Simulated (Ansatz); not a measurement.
The starting structures come from a database of crystals and need not be the phases stable at ambient conditions.

 Where the default PAW files enter, the runs use the earlier of Ansatz's two default sets.

Data:

```xyz
16
Lattice="3.8859 0.0000 0.0000 0.0000 7.5892 0.0000 0.0000 0.0000 7.5892" Properties=species:S:1:pos:R:3 pbc="T T T"
W      3.6717     1.7652     5.5598
W      0.2143     2.0293     1.7652
W      3.6717     5.8239     2.0293
W      0.2143     5.5598     5.8239
O      1.9003     1.8616     5.6562
O      1.9857     1.9330     1.8616
O      1.9003     5.7275     1.9330
O      1.9857     5.6562     5.7275
O      3.8673     0.0390     1.9034
O      0.0186     5.6858     0.0390
O      3.8673     7.5501     5.6858
O      0.0186     1.9034     7.5501
O      0.0186     3.7556     5.6979
O      3.8673     5.6979     3.8336
O      0.0186     3.8336     1.8912
O      3.8673     1.8912     3.7556
```

Space group of this cell: P-42_1m. The cell is taken as given; by PBEsol its mean pressure is -1.5 GPa.

Calculation: PBEsol (plane waves, PAW; Ansatz, a first-principles code).

The current runs along the normal of the first two printed vectors; no spin-orbit coupling. Scaled by the factor s: all lengths (ions clamped). Meshes 8×4×4 and 8×4 across the current in all rows.

```json
[
 {"s": "0.98", "mean pressure (GPa)": "14.5", "band gap (eV)": "?"},
 {"s": "1.00", "mean pressure (GPa)": "-1.5", "band gap (eV)": "1.17"},
 {"s": "1.02", "mean pressure (GPa)": "-13.5", "band gap (eV)": "1.06"}
]
```

Task: Take the slope of the band gap against ln s from the two given rows, extrapolate to s = 0.98, and say what the run there gives.

Result: Slope = (1.06 − 1.17) / ln 1.02 = -5.55 eV. The line gives 1.17 + (-5.55) × ln 0.98 = 1.28 eV. The run gives 1.28 eV, as the line does.
